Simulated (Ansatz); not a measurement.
AlN (P6₃/mmc, No. 194, 4 atoms in the cell; start mp-13178; a measured phase of this formula has another space group) was calculated with r²SCAN in Ansatz (plane waves, PAW).

Settings: plane-wave cutoff 560 eV, 12×12×8 k mesh (along the axes of the cell as run), Fermi–Dirac smearing 0.01 eV, scalar-relativistic PAW data made under PBE.

Cell (relaxed at this level):

```yaml
crystal:
  lattice:
    - [3.29222, 0.00000, 0.00000]
    - [-1.64611, 2.85114, 0.00000]
    - [0.00000, 0.00000, 4.13720]
  atoms:
    - { symbol: Al, position: [0.33333, 0.66667, 0.75000] }
    - { symbol: Al, position: [0.66667, 0.33333, 0.25000] }
    - { symbol: N, position: [0.33333, 0.66667, 0.25000] }
    - { symbol: N, position: [0.66667, 0.33333, 0.75000] }
```

**Question.** Estimate the band gap that the calculation returns.

**Answer.** 
- band gap = 4.03 eV (direct)

The computed numbers hold no vibrational or temperature effects.

A start named mp-… is a Materials Project structure, which need not be a measured phase.

Ansatz is a quantum-chemistry and plane-wave program.
